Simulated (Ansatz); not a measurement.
Results of PBEsol (Ansatz, a first-principles code, plane waves, PAW) for MgO (P6₃mc, No. 186, 4 atoms in the cell; start mp-549706; a measured phase of this formula has another space group).

Settings: plane-wave cutoff 520 eV, 12×12×8 k mesh (along the axes of the cell as run), Fermi–Dirac smearing 0.01 eV, scalar-relativistic PAW data made under PBE.

Cell (relaxed at this level):

```cif
data_Mg2O2
_chemical_formula_sum 'Mg2 O2'
_space_group_name_H-M_alt 'P63mc'
_space_group_IT_number 186
_space_group_name_Hall 'P 6c -2c'
_cell_length_a 3.30276
_cell_length_b 3.30276
_cell_length_c 5.02103
_cell_angle_alpha 90.000
_cell_angle_beta 90.000
_cell_angle_gamma 120.000
loop_
_atom_site_label
_atom_site_type_symbol
_atom_site_symmetry_multiplicity
_atom_site_Wyckoff_symbol
_atom_site_fract_x
_atom_site_fract_y
_atom_site_fract_z
_atom_site_occupancy
Mg1 Mg 2 b 0.33333 0.66667 0.00375 1
O1 O 2 b 0.33333 0.66667 0.40085 1
```

### Question
Predict the band gap.

### Answer

* **band gap**: 3.36 eV (direct)

The computed numbers hold no vibrational or temperature effects.

Computing time: roughly 12 core-seconds.

A start named mp-… is a Materials Project structure, which need not be a measured phase.
